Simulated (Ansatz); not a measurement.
# ScSnCN (model structure, started from the AlSiCN type, P3m1, No. 156, 4 atoms in the cell)

Calculation: PBEsol (Ansatz, an electronic-structure program, plane waves, PAW).

Settings: plane-wave cutoff 520 eV, 12×12×6 k mesh (along the axes of the cell as run), Fermi–Dirac smearing 0.01 eV, scalar-relativistic PAW data made under PBE.

Cell (relaxed at this level):

ScSnCN is taken in the trigonal space group P3m1 (No. 156), Pearson symbol hP4. Conventional cell: a = b = 3.5754 Å, c = 5.4059 Å, α = β = 90.00°, γ = 120.00°. Sc on 1b sees 3 N at 2.107 Å and 1 C at 2.256 Å and 1 C at 3.149 Å (trigonal bipyramidal). Sn on 1c is coordinated by 3 C at 2.138 Å and 1 N at 2.173 Å (tetrahedral). C on 1b has 3 Sn at 2.138 Å and 1 Sc at 2.256 Å and 1 Sc at 3.149 Å. N on 1c is surrounded by 3 Sc at 2.107 Å and 1 Sn at 2.173 Å (tetrahedral). (Neighbours: up to the widest gap in distance over summed covalent radii, below 1.35, at either atom; cation-cation and far metal-metal contacts left out.)

For ScSnCN (model structure, started from the AlSiCN type, P3m1, No. 156, 4 atoms in the cell), the band gap comes out as 1.94 eV and the smallest direct gap on the k points sampled is 1.95 eV.

Note: the relaxation could raise the start's symmetry but not lower it, so the cell can be a saddle point.

Spin–orbit coupling is not included.

Computed values are for the static lattice.

Cost on a shared machine: around 22 core-seconds (rough).

A model structure was made by putting elements into a prototype or built by hand; it is no filed structure, need not be a known phase, and can be a saddle point held by its symmetry.
